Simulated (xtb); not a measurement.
xtb 6.7.1, GFN2-xTB: Ge(CF3)2(Me)2 ([CH3][Ge]([CH3])([C](F)(F)F)[C](F)(F)F), 17 atoms. The geometry is a generated start, not checked to be a minimum at this level.

```json
{
  "run_flags": "--grad",
  "method": "GFN2-xTB",
  "--acc": "1 (default)",
  "--etemp (K)": "300 (default)",
  "basis_functions": "56",
  "valence_electrons": "68"
}
```

```xyz
17

C     -0.6125     1.7811    -0.8350
Ge     0.0922     0.1318     0.0009
C      1.8947     0.1244     0.8207
C     -1.2424    -0.4604     1.4133
F     -0.8991    -1.6189     1.9980
F     -1.3254     0.4563     2.4004
F     -2.4831    -0.6105     0.9274
C      0.0298    -1.3449    -1.3964
F      0.6334    -0.9369    -2.5329
F     -1.2184    -1.6966    -1.7351
F      0.6655    -2.4594    -1.0062
H     -1.6133     1.6018    -1.2247
H     -0.6631     2.5825    -0.1020
H      0.0292     2.0954    -1.6539
H      2.6571     0.2205     0.0540
H      2.0555    -0.8144     1.3521
H      1.9997     0.9481     1.5194
```

One run each on 1 thread. Values of broydamp tried: 0.02, 0.05, 0.1, 0.2, 0.4 (default), 0.6, 0.8, 1.

Problem. Predict the course of the SCC iterations along this series.

Solution. Fewest SCC iterations, within one of each other: 0.2 with 13, 0.4 (default) with 12, 0.6 with 13. The count rises to 18 at 0.02. All converge to one solution.

```
broydamp       SCC iterations            end
-------------  --------------  -------------
0.02                       18  same solution
0.05                       16  same solution
0.1                        15  same solution
0.2                        13  same solution
0.4 (default)              12  same solution
0.6                        13  same solution
0.8                        14  same solution
1                          16  same solution
```
